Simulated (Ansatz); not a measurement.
CuI: biaxial strain −2.50 %, plane normal [111], relaxed out of plane

Take CuI in the zinc blende structure (space group F-43m, No. 216; a = 5.862 Å) as the base. Axes: x, y, z lie along the cube axes.

Modification: compressive biaxial strain of 2.50 % in the plane normal to [111], as in epitaxy on a mismatched substrate; the out-of-plane cell vector and the atoms relax.

Calculations: Ansatz (a first-principles code) LDA, spin-orbit coupling left out. Settings: 10×10×10 k-points, 0.05 eV Fermi–Dirac smearing.

The space group changes from F-43m (No. 216) to R3m (No. 160) and the shortest interatomic distance falls by 0.022 Å, from 2.538 Å to 2.516 Å. The energy goes up by 9.9 meV/atom and the pressure (mean of the normal stresses, compression positive) goes from zero to 17.0 kbar. The band gap goes up by 0.02 eV (1.22 eV → 1.24 eV) and the gap character is still direct at Γ. The electron mass changes from 0.14 mₑ (at Γ) to 0.12 mₑ out of plane, 0.15 mₑ in plane (at Γ) and the valence-band top at Γ (three highest levels, from the VBM) becomes 0.00, 0.00, -0.13 eV (base: 0.00, 0.00, 0.00 eV). The valley order (the lowest conduction-band minima on the path, energy above the VBM, named in the base's zone) goes from Γ 1.22 eV; L along ⟨111⟩ 2.12 eV; X along ⟨100⟩ 2.41 eV to Γ 1.24 eV; L along [1-11] 1.99 eV; X along [100] 2.20 eV; L along [111] 2.47 eV and the out-of-plane strain is +2.20 %. The ratio −ε⊥/ε∥ is 0.88 and the mean in-plane stress (compression positive) comes out as +2.5 GPa.

Spin-orbit coupling, missing from the scalar runs, can matter with I. Masses are band curvatures over ±0.01 Å⁻¹ around the edge. No phonon test of stability was made. All final runs are without spin polarisation. Labels are those of the standard path for the cell's own space group.
